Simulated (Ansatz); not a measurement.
Cost and result by functional for the adsorption energy of Br on the 1x1 (110) surface of bcc Ta, one in a 2x2 cell, started at the site 'bridge Ta-Ta (span 3.3 Å)', in Ansatz (plane waves, PAW). Single points on the PBE structure, on one kind of machine; costs are rough ratios of the slab run's core time (references not counted) to the cheapest single point. r2SCAN's cost holds its higher cutoff (500 against 420 eV). Differences are taken against r2SCAN for comparison alone: no measured value is at hand, so the table doesn't rank accuracy.

Set-up: 17 atoms, 6.8 Å thick at the start under the adsorbate (thin: gaps and levels are the slab's own); mesh 5x5x1; 0.1 eV smearing; dipole correction on; 8 atoms held, the rest relaxed; symmetry of the start imposed; no spin, no spin-orbit, no U, no dispersion correction. At the end it is bonded to 4 Ta. In PBE it is, or lies within 0.03 eV of, the lowest of the starts that converged. These notes are the PBE run's. Adsorption energies are against ½ Br2(g). A negative adsorption energy means that the adsorbate is more stable on the surface than in its reference.

| functional | relative cost | adsorption energy (eV) | less r2SCAN (eV) |
|---|---|---|---|
| RPBE | 1 | -2.68 | 0.66 |
| r2SCAN | 2 | -3.34 | 0.00 |
| PBE (the relaxed run's value) | – | -2.92 | 0.42 |

The values span 0.66 eV, while the single points' costs differ by a factor of roughly 2. Differences are of unrounded values.

Ansatz is a quantum-chemistry and plane-wave program.
